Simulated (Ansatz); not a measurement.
A periodic model of amorphous Si₃₂N₄₀:

```xyz
72
Lattice="9.5493 0.1428 0.1220 0.1428 9.1072 -0.0140 0.1220 -0.0140 9.5345" Properties=species:S:1:pos:R:3 pbc="T T T"
Si     6.7144     0.4850     1.0196
Si     5.9064     2.9771     3.1451
Si     7.5834     6.7151     9.3527
Si     7.1199     4.4942     7.0879
Si     4.6560     1.3222     6.8195
Si     7.7054     9.1885     6.0292
Si     2.8738     6.7442     6.3510
Si     3.3915     4.0576     7.7935
Si     8.1442     4.4037     1.5339
Si     8.8517     4.6688     3.8891
Si     0.5537     6.4600     1.2501
Si     1.9689     1.5094     7.9166
Si     3.0208     7.2090     3.1582
Si     4.9566     8.4614     1.2506
Si     1.4099     3.8060     0.4682
Si     7.2695     2.1524     7.9316
Si     7.7799     0.8881     3.1866
Si     0.6475     8.8099     2.8660
Si     5.9858     6.7557     6.4534
Si     5.6130     4.2451     0.2014
Si     7.4879     7.0085     3.6979
Si     3.6130     8.1753     8.2417
Si     4.4548     4.1976     5.5867
Si     9.1759     6.4549     6.5000
Si     2.3278     0.3033     5.1699
Si     1.1470     2.2685     3.0155
Si     3.2810     6.0201     0.6111
Si     9.1700     1.7200     0.5045
Si     0.4674     8.1530     8.1655
Si     9.4250     2.3249     5.6955
Si     5.2728     9.1081     4.2184
Si     3.7016     4.0005     2.4875
N      2.0640     7.6103     7.6393
N      6.4039     3.5314     8.3415
N      6.3744     0.9956     7.0026
N      8.3851     1.1708     4.9488
N      3.5636     0.7678     8.0657
N      3.7099     7.6697     0.3184
N      4.4760     7.2931     7.0287
N      4.4317     8.2540     2.9410
N      4.4709     3.6163     3.9869
N      9.3002     3.4472     0.5935
N      7.5117     3.7049     3.0371
N      0.7934     0.6467     8.8816
N      2.1820     3.2094     1.9862
N      1.3828     1.3706     6.2570
N      5.1213     3.3642     1.6079
N      7.3096     6.2366     7.6037
N      4.0193     0.6117     5.3709
N      7.7449     1.3780     9.3931
N      8.6179     8.3440     3.2778
N      1.6650     5.5000     0.3433
N      1.5484     7.5370     2.2035
N      8.3501     3.1557     6.8693
N      4.3040     2.9841     6.7868
N      0.4126     3.2598     4.2711
N      4.2551     4.8990     9.1222
N      6.9758     5.2690     0.6499
N      8.9223     8.2769     6.9036
N      3.0797     5.0412     6.3301
N      6.0996     1.3276     3.6986
N      9.2519     7.2977     9.5892
N      1.6825     0.7526     3.6644
N      2.1440     3.1266     8.5254
N      5.9268     5.0819     5.9067
N      2.5161     7.5419     4.8492
N      9.2310     5.4681     2.3542
N      3.5493     5.7261     2.3339
N      6.5527     8.0289     5.2148
N      6.4666     7.9574     0.4481
N      9.4678     1.3826     2.2229
N      8.5108     5.9917     4.9234
```

Level of theory: PBE, scalar-relativistic without spin-orbit coupling (plane waves to 420 eV, PAW; Ansatz, a first-principles code). The usual formal charges leave 8 electrons over, so the level spacing at the Fermi energy parts defect or band states and needn't be the band gap.

A CHGNet melt-quench gave the starting glass, which DFT then relaxed. N atoms were pushed apart under 1.9 Å during the dynamics, to hinder bonds among them. The hot cell started wider than the set density and was brought back towards it in steps. It is the lowest in DFT energy of 8 quenches. It is a model cell: composition and starting density were chosen by hand, and all elements were melted together. No dispersion term was used. Its density started from a set value of 2.88 and ended at 2.92 g/cm³. The quench (nominally 300 K/ps over its main leg) was far faster than any real one, so the model tends to hold more defects than a real film. Values belong to this one cell and scatter from quench to quench. Volume and shape were free in the relaxation.

Neighbours within Si-Si 2.60 Å, Si-N 2.28 Å, N-N 1.70 Å count as bonded. Two cations that share two anions don't count as bonded, nor two that share one unless they lie closer than Si-Si 2.38 Å.

### Question
Give the coordination numbers, mean bond lengths and angles.

### Answer

| Quantity | Value |
|---|---|
| Mean coordination of Si by anions | 3.84 (1 with 2, 3 with 3, 28 with 4); 4 close contacts or bonds to cations besides |
| Mean coordination of N | 3.08 (37 with 3, 3 with 4) |
| Mean Si-N bond | 1.772 Å (spread 0.069 Å, 123 counted) |
| Mean Si-Si bond | 2.337 Å (spread 0.112 Å, 2 counted) |
| Bond angle at Si | mean 108.7°, spread 13.7° |
| Bond angle at N | mean 116.7°, spread 15.4° |

### Question
Which atoms depart from the most common coordination of their element?

### Answer
Si17 has 5 (N51 1.79 Å, N61 1.81 Å, N36 1.88 Å, N71 2.01 Å, Si1 2.45 Å); Si21 has 3 (N51 1.80 Å, N72 1.89 Å, N69 2.05 Å); Si24 has 3 (N72 1.77 Å, N59 1.88 Å, N48 2.18 Å); N48 has 4 (Si4 1.83 Å, Si19 1.83 Å, Si3 1.83 Å, Si24 2.18 Å); N69 has 4 (Si6 1.83 Å, Si19 1.86 Å, Si31 1.95 Å, Si21 2.05 Å); N71 has 4 (Si28 1.78 Å, Si18 1.82 Å, Si26 1.85 Å, Si17 2.01 Å).

### Question
What Bader charges do the atoms carry, from a run on the zone centre alone?

### Answer
Means (range): Si +2.89 e (+1.49 to +3.13), N -2.32 e (-2.36 to -2.25).
```
atom  charge (e)
----  ----------
Si1        +1.49
Si2        +3.08
Si3        +3.08
Si4        +3.00
Si5        +3.13
Si6        +3.05
Si7        +3.08
Si8        +3.09
Si9        +3.09
Si10       +3.06
Si11       +3.11
Si12       +3.11
Si13       +3.07
Si14       +2.15
Si15       +3.11
Si16       +3.08
Si17       +2.53
Si18       +3.06
Si19       +3.04
Si20       +3.13
Si21       +1.61
Si22       +3.12
Si23       +3.11
Si24       +1.59
Si25       +3.05
Si26       +3.07
Si27       +3.11
Si28       +3.11
Si29       +3.07
Si30       +3.07
Si31       +3.06
Si32       +3.09
N33        -2.32
N34        -2.35
N35        -2.34
N36        -2.28
N37        -2.35
N38        -2.35
N39        -2.33
N40        -2.30
N41        -2.33
N42        -2.33
N43        -2.27
N44        -2.32
N45        -2.32
N46        -2.27
N47        -2.31
N48        -2.29
N49        -2.34
N50        -2.36
N51        -2.29
N52        -2.35
N53        -2.33
N54        -2.25
N55        -2.34
N56        -2.31
N57        -2.32
N58        -2.34
N59        -2.29
N60        -2.31
N61        -2.31
N62        -2.29
N63        -2.32
N64        -2.34
N65        -2.30
N66        -2.28
N67        -2.33
N68        -2.33
N69        -2.29
N70        -2.30
N71        -2.33
N72        -2.28
```
